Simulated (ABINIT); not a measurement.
Input and output of a self-consistent single point for MgCu4Sn (F-43m, 6 atoms in the cell) (ABINIT).

Method of the run: PBEsol, PAW (JTH v2.0 PBE PAW, files made for PBE) (plane waves; ABINIT).

The change in words: lattice scaled by 0.98. Reference geometry:
```xyz
6
Lattice="0.0000 3.4504 3.4504 3.4504 0.0000 3.4504 3.4504 3.4504 0.0000" Properties=species:S:1:pos:R:3 pbc="T T T"
Mg     5.1756     5.1756     5.1756
Cu     2.5912     4.3095     4.3095
Cu     4.3095     4.3095     2.5912
Cu     4.3095     2.5912     4.3095
Cu     2.5912     2.5912     2.5912
Sn     0.0000     0.0000     0.0000
```

Reference input (self-consistent single point, DFT, PBEsol, plane waves, PAW (JTH v2.0 PBE PAW, files made for PBE)): pseudos = [Mg.GGA_PBE-JTH.xml, Cu.GGA_PBE-JTH.xml, Sn.GGA_PBE-JTH.xml]; ecut = 60 Ry; pawecutdg = 120 Ry; ixc = -116133; occopt = 3; tsmear = 0.00367493 Ha; ngkpt = 9 9 9; nshiftk = 1; shiftk = 0 0 0; potentials = JTH v2.0 PBE PAW; nband = 63; kptopt = 1. This run's input differs from it in these lines:

```diff
@@ -5,5 +5,5 @@
 rprim
-         0.0000000000    6.5202656670    6.5202656670
-         6.5202656670   -0.0000000000    6.5202656670
-         6.5202656670    6.5202656670   -0.0000000000
+        -0.0000000000    6.3898594466    6.3898594466
+         6.3898594466   -0.0000000000    6.3898594466
+         6.3898594466    6.3898594466   -0.0000000000
 natom 6
@@ -13,7 +13,7 @@
 xcart
-         9.7803985005    9.7803985005    9.7803985005
-         4.8967195159    8.1438118181    8.1438118181
-         8.1438118181    8.1438118181    4.8967195159
-         8.1438118181    4.8967195159    8.1438118181
-         4.8967195159    4.8967195159    4.8967195159
+         9.5847891699    9.5847891699    9.5847891699
+         4.7987844444    7.9809344488    7.9809344488
+         7.9809344488    7.9809344488    4.7987844444
+         7.9809344488    4.7987844444    7.9809344488
+         4.7987844444    4.7987844444    4.7987844444
          0.0000000000    0.0000000000    0.0000000000
```

The program printed (abridged):

```
--- !BeginCycle
solver: {iscf: 17, nstep: 60, nline: 4, wfoptalg: 10, }
tolerances: {tolvrs: 1.00E-11, }
...

     iter   Etot(hartree)      deltaE(h)  residm     nres2
 ETOT  1  -913.18186392310    -9.132E+02 4.226E+01 1.406E+02
 ETOT  2  -924.73101323965    -1.155E+01 1.148E-01 9.186E+01
 ETOT  3  -924.62045820950     1.106E-01 5.224E-02 2.036E+01
 ETOT  4  -924.59251547670     2.794E-02 3.840E-02 1.580E+00
 ETOT  5  -924.58466900309     7.846E-03 1.434E-02 2.918E-01
   [... 7 lines left out ...]
 ETOT 13  -924.58455013491     1.637E-11 4.577E-04 1.990E-09
 ETOT 14  -924.58455013491     2.160E-12 5.471E-04 3.012E-10
 ETOT 15  -924.58455013491    -3.183E-12 2.882E-04 1.793E-11
 ETOT 16  -924.58455013489     1.660E-11 3.258E-04 9.016E-12
 At SCF step   16       nres2   =  9.02E-12 < tolvrs=  1.00E-11 =>converged.

 Cartesian components of stress tensor (hartree/bohr^3)
  sigma(1 1)= -4.34362609E-04  sigma(3 2)=  0.00000000E+00
  sigma(2 2)= -4.34362609E-04  sigma(3 1)=  0.00000000E+00
  sigma(3 3)= -4.34362609E-04  sigma(2 1)=  0.00000000E+00

 ----iterations are completed or convergence reached----

 reduced coordinates (array xred) for    6 atoms
       0.750000000000      0.750000000000      0.750000000000
       0.873499999999      0.375500000000      0.375500000000
       0.375500000000      0.375500000000      0.873499999999
       0.375500000000      0.873499999999      0.375500000000
       0.375500000000      0.375500000000      0.375500000000
       0.000000000000      0.000000000000      0.000000000000
 cartesian forces (eV/Angstrom) at end:
   [... lines left out ...]
 Fermi (or HOMO) energy (hartree) =   0.31564   Average Vxc (hartree)=  -0.43788
 Fermi (or HOMO) energy (eV) =   8.58905   Average Vxc (eV)= -11.91527
   [... lines left out ...]
'-kT*entropy'       : -1.31618504112945E-03
total_energy        : -9.24584549706069E+02
total_energy_eV     : -2.51592250930771E+04
...

-Cartesian components of stress tensor (GPa)         [Pressure=  1.2779E+01 GPa]
- sigma(1 1)= -1.27793870E+01  sigma(3 2)=  0.00000000E+00
- sigma(2 2)= -1.27793870E+01  sigma(3 1)=  0.00000000E+00
- sigma(3 3)= -1.27793870E+01  sigma(2 1)=  0.00000000E+00

 Calculation completed.
```

The run converged in 16 iterations. 

The starting cell comes from a database of computed structures (which also holds hypothetical and non-ambient phases and stackings), without a prior relaxation at this level. Its lattice was rescaled by a random factor within 2.5 % of one. For this run, on top of that: lattice scaled by 0.98. Spin polarisation is off. The potentials were made for another functional than the one used. With a pressure of about 13 GPa the cell is away from its equilibrium volume at this level.

These are the values that this program gave, and no reference: the one-centre exchange-correlation terms come from a truncated expansion.

Cost on one core of a shared machine: roughly 6 min.
